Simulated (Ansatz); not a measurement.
# Pressure series in GaSb

Start from GaSb in the zinc blende structure (space group F-43m, No. 216; a = 6.132 Å).

Cell and atoms are relaxed at each pressure.

All numbers come from Ansatz (a first-principles code) r2SCAN, no SOC.

Two rows of this table had their results exchanged by mistake.

```tsv
pressure	volume per atom (Å³)	shortest distance (Å)	band gap
pressure −2 GPa	30.06	2.693	0.10 eV
pressure −1 GPa	25.86	2.561	0.94 eV
pressure 0.3 GPa	28.67	2.651	0.45 eV
pressure 0.7 GPa	28.47	2.644	0.51 eV
pressure 1.5 GPa	28.08	2.632	0.61 eV
pressure 3 GPa	27.43	2.612	0.80 eV
pressure 5 GPa	26.67	2.587	0.87 eV
pressure 7.5 GPa	29.41	2.673	0.26 eV
pressure 10 GPa	25.16	2.538	0.89 eV
```

Question: Which two?

Answer: The rows for pressure −1 GPa and pressure 7.5 GPa: the volume has to fall steadily with pressure, so 29.41 Å³ belongs to pressure −1 GPa and 25.86 Å³ to pressure 7.5 GPa.

With Sb present, leaving out spin-orbit coupling can change the band edges. Load acts through the strain it causes; cell and atoms are relaxed under it. Whether these cells are dynamically stable was not tested. Tetrahedral semiconductors of this kind turn to denser phases somewhere between about 1 and 50 GPa; those were not computed, so compressed cells here can lie past the real transition. A zero or small gap of GaSb under pressure −2 GPa and GaSb under pressure −1 GPa can be the functional's error rather than a property of the material.
